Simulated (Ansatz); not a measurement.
This Ansatz (a quantum-chemistry and plane-wave program) input is the reference run, SiO$_{2}$ in the rutile structure (space group P4_2/mnm, No. 136), computed with Ansatz, LDA, PAW, cutoff 420 eV, spin-orbit coupling left out:

Ansatz 0.2 input:
```yaml
crystal:
  lattice:
    - [4.1548848059, 0, 0]
    - [0, 4.1548848059, 0]
    - [0, 0, 2.6614514871]
  atoms:
    - { symbol: Si, position: [0, 0, 0] }
    - { symbol: Si, position: [0.5, 0.5, 0.5] }
    - { symbol: O, position: [0.3055806916, 0.3055806916, 0] }
    - { symbol: O, position: [0.8055806916, 0.1944193084, 0.5] }
    - { symbol: O, position: [0.1944193084, 0.8055806916, 0.5] }
    - { symbol: O, position: [0.6944193084, 0.6944193084, 0] }
basis: { ecutwfc: 420, ecutrho_ratio: 4, xc_grid: 2, fft_grid_basis: typed }
kpoints: { mp_grid: { grid: [8, 8, 12] } }
hamiltonian:
  xc: lda
  dispersion: none
  pseudopotentials: { kind: paw }
scf: { occupations: { method: fermi_dirac, width: 0.05 }, convergence: { dr2_threshold: 0.0000000006 } }
output: { forces: true, stress: true }
checkpoint: { write: state.ck, write_every: 1000 }
```

### Question
Write the input for this change: biaxial strain −1.20 %, plane normal [001], relaxed out of plane (Cartesian); in-plane vectors clamped, the third vector and the atoms free.

### Answer
Ansatz 0.2 input:
```yaml
crystal:
  lattice:
    - [4.1050261882, 0, 0]
    - [0, 4.1050261882, 0]
    - [0, 0, 2.677420196]
  atoms:
    - { symbol: Si, position: [0, 0, 0] }
    - { symbol: Si, position: [0.5, 0.5, 0.5] }
    - { symbol: O, position: [0.3055806916, 0.3055806916, 0] }
    - { symbol: O, position: [0.8055806916, 0.1944193084, 0.5] }
    - { symbol: O, position: [0.1944193084, 0.8055806916, 0.5] }
    - { symbol: O, position: [0.6944193084, 0.6944193084, 0] }
basis: { ecutwfc: 420, ecutrho_ratio: 4, xc_grid: 2, fft_grid_basis: typed }
kpoints: { mp_grid: { grid: [8, 8, 12] } }
hamiltonian:
  xc: lda
  dispersion: none
  pseudopotentials: { kind: paw }
scf: { occupations: { method: fermi_dirac, width: 0.05 } }
relax: { f_tol: 0.005, max_steps: 50, cell: { stress_tol: 0.01, fix: [a, b, gamma] } }
output: { forces: true, stress: true }
checkpoint: { write: state.ck, write_every: 1000 }
```
This is the input that was run; other choices of cell and start would serve too.

No phonon test of stability was made.
